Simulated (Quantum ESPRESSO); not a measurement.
Quantum ESPRESSO 7.5, DFT, PBE, plane waves, SSSP 1.1.2 efficiency PBE: rock-salt NiO (type II order), antiferromagnetic, atoms displaced, 4 atoms, spin-polarised from an antiferromagnetic start (nspin = 2, starting_magnetization ±0.2 on Ni). Basis and mesh were picked for this test and aren't claimed converged.

| Item | Value |
|---|---|
| cell | 5.12, 5.12, 5.12 Å; 33.6, 33.6, 33.6° |
| distance to the nearest atom | 2.03 to 2.06 Å |
| task | scf |
| k mesh | 5×5×5 |
| ecutwfc | 45 Ry |
| ecutrho | 360 Ry |
| occupations | smearing |
| smearing | gaussian |
| degauss | 0.005 Ry |
| conv_thr | 4e-09 Ry |
| tprnfor | true |
| tstress | false |
| k-point pools (-nk) | 8 |
| diagonalization | david (default) |
| k-points computed (for each spin) | 63 |
| bands | 29 |
| electrons | 48 |
| G-vectors of the density | 28405 |
| FFT grid | 60×60×60 |

One run each.

All on 8 ranks. Base settings, kept where nothing else is said: mixing_mode = plain (default), mixing_beta = 0.7 (default), mixing_ndim = 8 (default). The settings tried:
- mixing_mode = local-TF
- the base settings
- mixing_mode = TF, mixing_beta = 0.2
- mixing_ndim = 4
- mixing_mode = local-TF, mixing_beta = 0.4
- mixing_mode = local-TF, mixing_beta = 0.1
- mixing_ndim = 16
- mixing_ndim = 2
- mixing_beta = 0.2
- mixing_mode = TF, mixing_beta = 0.4
- mixing_mode = local-TF, mixing_beta = 0.2
- mixing_beta = 1
- mixing_beta = 0.4
- mixing_beta = 0.1
- mixing_mode = TF, mixing_beta = 0.1
- mixing_mode = TF, mixing_beta = 1
- mixing_mode = TF

Q: Name the extremes by SCF iterations: fewest, most, and any that don't converge.

A: Fewest SCF iterations, with those close behind: mixing_mode = local-TF, mixing_beta = 0.4 (12); mixing_mode = local-TF (12); mixing_mode = TF, mixing_beta = 0.4 (14); mixing_mode = TF (15). Most among those that reach the base run's result: mixing_mode = local-TF, mixing_beta = 0.1 (21); mixing_mode = TF, mixing_beta = 0.1 (21); mixing_beta = 0.1 (21); mixing_ndim = 4 (19); mixing_mode = TF, mixing_beta = 0.2 (18); mixing_beta = 0.4 (18). No count from: mixing_ndim = 2 (unfinished when stopped at the time that we allowed, after 87 SCF iterations). All the others converged. Converged, but to another result than the base run: mixing_beta = 1 (off by energy 140 meV/atom, forces (largest component) 90 meV/Å, absolute magnetization 0.71 μB/atom; the energy is the higher one).

```json
[
 {"setting": "mixing_mode = local-TF, mixing_beta = 0.4", "SCF iterations": "12", "end": "converged"},
 {"setting": "mixing_mode = local-TF", "SCF iterations": "12", "end": "converged"},
 {"setting": "mixing_mode = TF, mixing_beta = 0.4", "SCF iterations": "14", "end": "converged"},
 {"setting": "mixing_mode = TF", "SCF iterations": "15", "end": "converged"},
 {"setting": "mixing_beta = 0.2", "SCF iterations": "16", "end": "converged"},
 {"setting": "the base settings", "SCF iterations": "17", "end": "converged"},
 {"setting": "mixing_mode = TF, mixing_beta = 1", "SCF iterations": "17", "end": "converged"},
 {"setting": "mixing_mode = local-TF, mixing_beta = 0.2", "SCF iterations": "17", "end": "converged"},
 {"setting": "mixing_ndim = 16", "SCF iterations": "17", "end": "converged"},
 {"setting": "mixing_beta = 0.4", "SCF iterations": "18", "end": "converged"},
 {"setting": "mixing_mode = TF, mixing_beta = 0.2", "SCF iterations": "18", "end": "converged"},
 {"setting": "mixing_ndim = 4", "SCF iterations": "19", "end": "converged"},
 {"setting": "mixing_beta = 0.1", "SCF iterations": "21", "end": "converged"},
 {"setting": "mixing_mode = TF, mixing_beta = 0.1", "SCF iterations": "21", "end": "converged"},
 {"setting": "mixing_mode = local-TF, mixing_beta = 0.1", "SCF iterations": "21", "end": "converged"},
 {"setting": "mixing_beta = 1", "SCF iterations": "36", "end": "other result"}
]
```
